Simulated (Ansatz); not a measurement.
Consider ZnF$_{2}$ in the rutile structure (space group P4_2/mnm, No. 136; a = 4.801 Å, c = 3.175 Å).

Method: PBE in Ansatz (plane waves to 420 eV, PAW, no spin-orbit coupling).

Strains are applied to the cell and any free atomic positions relax.

One change was made to it. Results:

```tsv
quantity	base	after
mean gap deformation potential ΔEg/Δln V	–	-2.0 eV
electron mass	0.41 mₑ along c, 0.45 mₑ across (at Γ)	0.40 mₑ along c, 0.45 mₑ across (at Γ)
energy relative to the base (free energy F)	0 meV/atom	+4.6 meV/atom
```

Task: Which of these changes matches the shifts?
A. isotropic strain +1.80 %
B. isotropic strain +1.20 %
C. isotropic strain +0.60 %

Result: B, isotropic strain +1.20 %. For comparison, the energy relative to the base in the other runs: isotropic strain +1.80 % gives +10 meV/atom; isotropic strain +0.60 % gives +1.2 meV/atom.

Masses are band curvatures over ±0.01 Å⁻¹ around the edge. Whether these cells are dynamically stable was not tested.

Ansatz is a program for electronic structure.
